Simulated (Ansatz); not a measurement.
Amorphous Hf20Si20O62N12, 114 atoms at 5.85 g/cm³, one PBE-relaxed geometry, zone centre. Methods: PBE, scalar-relativistic without spin-orbit coupling (Ansatz, a first-principles code); r2SCAN, scalar-relativistic without spin-orbit coupling (Ansatz); HSE06, scalar-relativistic without spin-orbit coupling (Ansatz). Plane waves to 420 eV (r2SCAN 500 eV); exact exchange is cut at the cell's faces. At PBE the levels at the filled edge of the gap are localised (band-tail or defect states), and the nearest spread-out levels lie 3.6 eV apart at the zone centre. All rungs ran without spin polarisation.

Preparation: random packing, a CHGNet melt and quench, and a DFT relaxation. O and N atoms were pushed apart under 1.9 Å during the dynamics, to hinder bonds among them. The hot cell started wider than the set density and was brought back towards it in steps. It is the lowest in DFT energy of 4 quenches. It is a model cell: composition and starting density were chosen by hand, and all elements were melted together. No dispersion term was used. Its density started from a set value of 5.95 and ended at 5.85 g/cm³. The simulated quench (nominally 600 K/ps over its main leg) is rapid and tends to freeze in more defects than a deposited or slowly cooled glass has. One small periodic cell is one sample of the glass; other quenches scatter about these values. Volume and shape were free in the relaxation.

The relaxation ran on the zone centre alone. At PBE the level gap is 3.06 eV on a 2×2×2 Γ-centred mesh, and the spacing at the zone centre alone 3.09 eV.

Task: What zone-centre spacing does r2SCAN give, roughly?

Result: 3.46 eV (+0.37 eV against PBE).

Task: What zone-centre spacing does HSE06 give, roughly?

Result: 4.36 eV (+1.26 eV against PBE).

The highest filled and the lowest empty state spread over these numbers of atoms (participation numbers): PBE: 3.7 and 13.9; r2SCAN: 3.5 and 11.4; HSE06: 3.3 and 15.5.
